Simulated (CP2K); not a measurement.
Worked example: self-consistent single point of ZnHg₃ (Fm-3m, 4 atoms in the cell) in CP2K

Method: PBEsol, GPW, DZVP-MOLOPT-SR-GTH basis, GTH-PBE potentials (GTH_POTENTIALS) (CP2K).

The input file:

```
&GLOBAL
  PROJECT bulk
  RUN_TYPE ENERGY_FORCE
  PRINT_LEVEL MEDIUM
&END GLOBAL
&FORCE_EVAL
  METHOD Quickstep
  STRESS_TENSOR ANALYTICAL
  &DFT
    BASIS_SET_FILE_NAME BASIS_MOLOPT
    POTENTIAL_FILE_NAME GTH_POTENTIALS
    &QS
      METHOD GPW
      EPS_DEFAULT 1E-10
    &END QS
    &MGRID
      CUTOFF 600
      REL_CUTOFF 60
      NGRIDS 5
    &END MGRID
    &SCF
      SCF_GUESS ATOMIC
      EPS_SCF 1E-7
      MAX_SCF 100
      ADDED_MOS 9
      &DIAGONALIZATION
        ALGORITHM STANDARD
      &END DIAGONALIZATION
      &MIXING
        METHOD BROYDEN_MIXING
        ALPHA 0.3
        NBUFFER 8
        BETA 1.5
      &END MIXING
      &SMEAR ON
        METHOD GAUSSIAN
        SIGMA [eV] 0.2
      &END SMEAR
    &END SCF
    &KPOINTS
      SCHEME MONKHORST-PACK 8 8 8
      GAMMA_CENTERED T
    &END KPOINTS
    &XC
      &XC_FUNCTIONAL
        &PBE
          PARAMETRIZATION PBESOL
        &END PBE
      &END XC_FUNCTIONAL
    &END XC
    &PRINT
      &MO
        EIGENVALUES T
        OCCUPATION_NUMBERS T
        NDIGITS 8
        FILENAME mo
        &EACH
          QS_SCF 0
        &END EACH
        ADD_LAST NUMERIC
      &END MO
      &MULLIKEN ON
      &END MULLIKEN
    &END PRINT
  &END DFT
  &SUBSYS
    &CELL
      A 5.20108700 0.00000000 0.00000000
      B 2.60054400 4.50427400 0.00000000
      C 2.60054400 1.50142500 4.24667000
      PERIODIC XYZ
    &END CELL
    &COORD
      SCALED
      Zn       0.00000000     0.00000000     0.00000000
      Hg       0.25000000     0.25000000     0.25000000
      Hg       0.75000000     0.75000000     0.75000000
      Hg       0.50000000     0.50000000     0.50000000
    &END COORD
    &KIND Zn
      BASIS_SET DZVP-MOLOPT-SR-GTH-q12
      POTENTIAL GTH-PBE-q12
    &END KIND
    &KIND Hg
      BASIS_SET DZVP-MOLOPT-SR-GTH-q12
      POTENTIAL GTH-PBE-q12
    &END KIND
  &END SUBSYS
  &PRINT
    &FORCES ON
    &END FORCES
    &STRESS_TENSOR ON
    &END STRESS_TENSOR
  &END PRINT
&END FORCE_EVAL
```

The program printed (abridged):

```
 GLOBAL| Method name                                                        CP2K
 GLOBAL| Project name                                                       bulk
 GLOBAL| Run type                                                   ENERGY_FORCE

 CELL| Volume [angstrom^3]:                                            99.487252
 CELL| Vector a [angstrom]:       5.201     0.000     0.000   |a| =     5.201087
 CELL| Vector b [angstrom]:       2.601     4.504     0.000   |b| =     5.201088
 CELL| Vector c [angstrom]:       2.601     1.501     4.247   |c| =     5.201088
 CELL| Angle (b,c), alpha [degree]:                                    59.999994
 CELL| Angle (a,c), beta  [degree]:                                    59.999997
 CELL| Angle (a,b), gamma [degree]:                                    59.999998
 CELL| Numerically orthorhombic:                                              NO
 CELL| Periodicity                                                           XYZ

 DFT| Spin restricted Kohn-Sham (RKS) calculation                            RKS
 DFT| Multiplicity                                                             1
 DFT| Number of spin states                                                    1
 DFT| Charge                                                                   0
 DFT| XC density smoothing                                                  NONE
 DFT| XC derivatives                                                          PW

 QS| Method:                                                                 GPW
 QS| Density plane wave grid type                        NON-SPHERICAL FULLSPACE
 QS| Number of grid levels:                                                    5
 QS| Density cutoff [a.u.]:                                                300.0
 QS| Multi grid cutoff [a.u.]: 1) grid level                               300.0
   [... lines left out ...]
 BRILLOUIN| Wavefunction type                                            COMPLEX
 BRILLOUIN| List of Kpoints [2 Pi/Bohr]                                      260
 BRILLOUIN| Number           Weight            X              Y              Z
 BRILLOUIN|     1           0.00391       -0.37500       -0.37500       -0.37500
 BRILLOUIN|     2           0.00391       -0.37500       -0.37500       -0.25000
 BRILLOUIN|     3           0.00391       -0.37500       -0.37500       -0.12500
   [... 257 lines left out ...]
 *******************************************************************************

 Extrapolation method: initial_guess

 Re-scaling the density matrix to get the right number of electrons
                  # Electrons              Trace(P)               Scaling factor
                           48                48.000                        1.000

 Number of electrons:                                                         48
 Number of occupied orbitals:                                                 24
 Number of molecular orbitals:                                                33

 Number of orbital functions:                                                100
 Number of independent orbital functions:                                    100
 SCF WAVEFUNCTION OPTIMIZATION

  Step     Update method      Time    Convergence         Total energy    Change
     1 NoMix/Diag. 0.30E+00      -     1.02964657      -183.8113415969 -1.84E+02
     2 Broy./Diag. 0.30E+00      -     0.03314946      -185.2820126308 -1.47E+00
     3 Broy./Diag. 0.30E+00      -     0.08458675      -184.3132883352  9.69E-01
     4 Broy./Diag. 0.30E+00      -     0.01111272      -183.5331151367  7.80E-01
     5 Broy./Diag. 0.30E+00      -     0.00388007      -183.5039658648  2.91E-02
     6 Broy./Diag. 0.30E+00      -     0.00767950      -183.5359812664 -3.20E-02
     7 Broy./Diag. 0.30E+00      -     0.00082404      -183.5317120809  4.27E-03
   [... 4 lines left out ...]
    12 Broy./Diag. 0.30E+00      -     0.00003303      -183.5336266153  3.33E-06
    13 Broy./Diag. 0.30E+00      -     0.00000519      -183.5336516702 -2.51E-05
    14 Broy./Diag. 0.30E+00      -     0.00000164      -183.5336566705 -5.00E-06
    15 Broy./Diag. 0.30E+00      -     0.00000020      -183.5336558997  7.71E-07
    16 Broy./Diag. 0.30E+00      -     0.00000008      -183.5336552387  6.61E-07
  *** SCF run converged in    16 steps ***

  Electronic density on regular grids:        -47.9999999762        0.0000000238
  Core density on regular grids:               47.9999999938       -0.0000000062
  Total charge density on r-space grids:        0.0000000176
  Total charge density g-space grids:           0.0000000176

  Overlap energy of the core charge distribution:               0.00000000001644
  Self energy of the core charge distribution:               -293.44845212391044
  Core Hamiltonian energy:                                     90.61974887045224
  Hartree energy:                                              45.65258615441446
  Exchange-correlation energy:                                -26.35708709093258
  Smearing free energy correction:                             -0.00045104878301
  Fermi energy:                                                 0.20095781582610

  Total energy:                                              -183.53365523874407
  Total energy (extrapolated to sigma->0):                   -183.53342971435256

                     Mulliken Population Analysis

 #  Atom  Element  Kind  Atomic population                           Net charge
       1     Zn       1         11.667644                              0.332356
       2     Hg       2         12.207430                             -0.207430
       3     Hg       2         12.207427                             -0.207427
       4     Hg       2         11.917499                              0.082501
 # Total charge                             48.000000                 -0.000000

 ENERGY| Total FORCE_EVAL ( QS ) energy [hartree]           -183.533655294897187

 FORCES| Atomic forces [hartree/bohr]
 FORCES|   Atom     x               y               z               |f|
 FORCES|      1  1.53749571E-13  3.81230589E-10 -3.36943431E-09   3.39093267E-09
 FORCES|      2  7.09145804E-09  1.00437729E-08 -9.32747920E-09   1.54326932E-08
 FORCES|      3 -7.09149910E-09 -1.44812909E-08  8.50431449E-09   1.82296602E-08
 FORCES|      4 -1.47635945E-13  4.05658259E-09  4.18847577E-09   5.83088258E-09
 FORCES| Sum    -3.49468626E-14  2.95152687E-13 -4.12324953E-12
 FORCES| Total atomic force                                       4.13394763E-12

 STRESS| Analytical stress tensor [bar]
 STRESS|                        x                   y                   z
 STRESS|      x       -3.63550365529E+04  -1.19316774211E+00  -8.43696176554E-01
 STRESS|      y       -1.19316774211E+00  -3.63537604641E+04  -5.18225984882E-01
 STRESS|      z       -8.43696176554E-01  -5.18225984882E-01  -3.63533495202E+04
 STRESS| 1/3 Trace                                            -3.63540488458E+04
```

The run converged in 16 iterations.

The starting cell comes from a database of computed structures (which also holds hypothetical and non-ambient phases and stackings), without a prior relaxation at this level. Its lattice was rescaled by a random factor within 2.5 % of one. Values carry the incompleteness of an atom-centred basis. The potentials were made for another functional than the one used. With a pressure of about -4 GPa the cell is away from its equilibrium volume at this level.

Cost on one core of a shared machine: roughly 90 s.
